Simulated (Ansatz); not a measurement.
## CsCl-type HoRh

Computed with PBEsol (PAW; Ansatz, a program for electronic structure).

Run with plane-wave cutoff 500 eV, 16×16×16 k mesh, Fermi–Dirac smearing 0.1 eV, spin-polarised start, scalar-relativistic PAW data made under PBE.

Cell: relaxed at this level.

```yaml
equilibrium_volume_per_atom: 18.85 Å³/atom
lattice_parameter_a: 3.353 Å
band_gap: none
```

Note: the magnetic order was assumed, not searched for or taken from measurement; the 4f shell is treated without U or exact exchange, so its levels and filling can be wrong.

Spin–orbit coupling is not included.

Computed values are for the static lattice.

Computing time: around 4 core-minutes (rough).
